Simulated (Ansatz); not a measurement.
Consider Hf in the hcp (Mg type) structure (space group P6_3/mmc, No. 194; a = 3.2042 Å, c = 5.0691 Å).

Structures relaxed with PBE (Ansatz, a program for electronic structure), no spin-orbit coupling.

Base:

Simulated powder pattern, Co Kα, λ = 1.79026 Å (kinematic, ideal powder, no thermal factors, no anomalous dispersion; the 8 strongest lines at most, above 2 %, up to 2θ = 90°):

| 2θ (°) | I/Imax (%) | hkl |
|---|---|---|
| 37.64 | 24 | (100) |
| 41.36 | 25 | (002) |
| 43.15 | 100 | (101) |
| 57.15 | 15 | (102) |
| 67.93 | 19 | (110) |
| 76.67 | 20 | (103) |
| 82.75 | 23 | (112) |
| 83.96 | 17 | (201) |

The change: a hydrostatic pressure of 9 GPa.

Question: Predict the new powder pattern.

Answer: 
Simulated powder pattern, Co Kα, λ = 1.79026 Å (kinematic, ideal powder, no thermal factors, no anomalous dispersion; the 8 strongest lines at most, above 2 %, up to 2θ = 90°):

```
2θ (°)  d (Å)  I/Imax (%)    hkl
------  -----  ----------  -----
38.65   2.705          24  (100)
42.38   2.477          25  (002)
44.30   2.374         100  (101)
58.69   1.827          15  (102)
69.94   1.562          19  (110)
78.86   1.409          20  (103)
85.31   1.321          23  (112)
86.64   1.305          17  (201)
```

The indices refer to the base's conventional cell; one index is shown for lines that coincide.

Load acts through the strain it causes; cell and atoms are relaxed under it. Whether these cells are dynamically stable was not tested. No other phases were tried under pressure. All final runs are without spin polarisation.
